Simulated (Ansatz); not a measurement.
**What electrons 1.5×10^21 cm⁻³ does to C**

Base system: C in the diamond structure (space group Fd-3m, No. 227; a = 3.5603 Å).

Perturbation: electron doping at 1.5×10^21 cm⁻³ (0.0169 per cell), with a uniform compensating background at fixed cell and a 300 K Fermi–Dirac width.

Level of theory: Kohn–Sham DFT with the r2SCAN functional, run in Ansatz (a program for electronic structure) with PAW and 500 eV plane waves, no SOC, earlier PAW set. k-mesh 36×36×36 (Γ-centred); smearing 0.0259 eV (Fermi–Dirac).

```tsv
quantity	base	changed	shift
gap between the host's bands	4.36 eV	4.35 eV	-0.01 eV
gap character	indirect, Γ → a point along ⟨100⟩, about 1.3 Å⁻¹ from Γ	indirect, Γ → a point along ⟨100⟩, about 1.3 Å⁻¹ from Γ	–
Fermi level relative to the doped band's edge (positive inside the band; to 0.05 eV)	–	+0.30 eV	–
```

Final structure:

```yaml
crystal:
  lattice:
    - [0.00000, 1.78014, 1.78014]
    - [1.78014, 0.00000, 1.78014]
    - [1.78014, 1.78014, 0.00000]
  atoms:
    - { symbol: C, position: [0.50000, 0.50000, 0.50000] }
    - { symbol: C, position: [0.75000, 0.75000, 0.75000] }
```
Cell charge -0.016923.

Charged cell with a jellium background: band edges are those of the host's band count, energies are not comparable with the neutral cell, and many-body gap narrowing is missing. No phonon test of stability was made.
